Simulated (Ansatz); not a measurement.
## BeSe, response to strain

Consider BeSe in the zinc blende structure (space group F-43m, No. 216).

```xyz
2
Lattice="0.0000 2.5645 2.5645 2.5645 0.0000 2.5645 2.5645 2.5645 0.0000" Properties=species:S:1:pos:R:3 pbc="T T T"
Be     0.0000     0.0000     0.0000
Se     1.2822     1.2822     1.2822
```

Cartesian axes are those of the cell as printed.

Strains are applied to the cell and any free atomic positions relax; under biaxial strain the out-of-plane vector relaxes too.

Calculations: plane-wave PAW DFT at the PBEsol level (Ansatz, a program for electronic structure, 420 eV), spin-orbit coupling left out.

```json
[
 {"biaxial strain, plane normal [001], relaxed out of plane (%)": "-3", "band gap (eV)": "2.14"},
 {"biaxial strain, plane normal [001], relaxed out of plane (%)": "-2.5", "band gap (eV)": "2.20"},
 {"biaxial strain, plane normal [001], relaxed out of plane (%)": "-2", "band gap (eV)": "2.26"},
 {"biaxial strain, plane normal [001], relaxed out of plane (%)": "-1.5", "band gap (eV)": "?"},
 {"biaxial strain, plane normal [001], relaxed out of plane (%)": "-1", "band gap (eV)": "2.36"},
 {"biaxial strain, plane normal [001], relaxed out of plane (%)": "-0.5", "band gap (eV)": "2.42"},
 {"biaxial strain, plane normal [001], relaxed out of plane (%)": "0", "band gap (eV)": "2.47"}
]
```

**Question.** Fit E_g = E₀ + Dε (ε in %) to the rows shown and predict the withheld row.

**Answer.** Least squares on the printed values gives E₀ = 2.47 eV, D = 109 meV per % of strain (largest residual 0.01 eV); this predicts 2.31 eV, and the run gives 2.31 eV, in agreement.

Stability against distortions was not tested.
